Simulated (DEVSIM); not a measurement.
Structure: abrupt Ge n-p junction, at 250 K.

Layer 1 from the left is Ge, thickness (μm) 0.250, Nd (cm⁻³) 6e17, τn (s) 1.9e-6, τp (s) 1.9e-6. Layer 2 from the left is Ge, thickness (μm) 57.0, Na (cm⁻³) 4.8e15, τn (s) 1.9e-6, τp (s) 1.9e-6.

Left contact: ohmic. Right contact: ohmic. Voltage is applied to the left contact. Recombination: SRH at mid-gap, radiative. Mobility is μmin + (μ − μmin)/(1 + (N/Nref)^α).

The device is made up for the run: typed textbook-type constants, with dimensions and the other settings drawn at random. Values at 300 K; Nc and Nv go as T^1.5, mobilities as T to minus their exponent, the gap by Varshni's rule with the affinity fixed.

Ge: gap (eV) 0.664, affinity (eV) 4, permittivity 16, Nc (cm⁻³) 1.04e19, Nv (cm⁻³) 6e18, μn (cm²/Vs) 3900, μp (cm²/Vs) 1900, μn,min 150, μp,min 100, Nref,n 2.6e17, Nref,p 4e17, αn 0.56, αp 0.6, T exponent of μn 1.66, T exponent of μp 2.33, B (cm³/s) 6.4e-14, Varshni α (eV/K) 0.000477, Varshni β (K) 235.

DEVSIM, 1D drift-diffusion, Boltzmann statistics, complete ionisation; no tunnelling, impact ionisation, image-force lowering or self-heating.

Dark forward current:

| |V| (V) | |J| (A/cm²) |
|---|---|
| 0.05 | 5.889e-6 |
| 0.10 | 6.276e-5 |
| 0.15 | 0.0006318 |
| 0.20 | 0.006386 |
| 0.25 | 0.06464 |
| 0.30 | 0.6392 |
| 0.35 | 5.325 |
| 0.40 | 27.25 |
| 0.45 | 83.62 |
| 0.50 | 184.9 |
| 0.55 | 336.4 |
| 0.60 | 540.7 |
| 0.65 | 799.5 |
| 0.70 | 1114 |
| 0.75 | 1484 |
| 0.80 | 1911 |
| 0.85 | 2395 |

Work out the local ideality factor n = ΔV / (kT/q · ln(J2/J1)) between the rows 0.10 and 0.15 V, 0.20 and 0.25 V, 0.80 and 0.85 V.

kT/q = 21.54 mV. From 0.10 to 0.15 V: ln(0.0006318/6.276e-5) = 2.309, n = 1.01, near the 1 of diffusion or emission over a barrier. From 0.20 to 0.25 V: ln(0.06464/0.006386) = 2.315, n = 1.00, near the 1 of diffusion or emission over a barrier. From 0.80 to 0.85 V: ln(2395/1911) = 0.226, n = 10.28.

Estimate the current at 0.20 V from the Shockley equation with J0 = Σ q ni² D/(N L) coth(W/L), τ joining the SRH, radiative and Auger lifetimes that are on, and W taken as the whole layer.

ni² = 6.19e23 cm⁻⁶; holes in the n layer: μ = 1360 cm²/Vs, D = 29.4 cm²/s, τ = 1.77e-6 s, L = 72.1 μm, W/L = 0.0035, term 1.94e-7 A/cm²; electrons in the p layer: μ = 4790 cm²/Vs, D = 103 cm²/s, τ = 1.90e-6 s, L = 140 μm, W/L = 0.41, term 3.94e-7 A/cm². J0 = 5.88e-7 A/cm², and J = J0 exp(qV/kT) = 0.00634 A/cm². The simulation gives 0.00639 A/cm², the same within the digits that matter. The estimate leaves out recombination in the depletion region and that region's share of W.
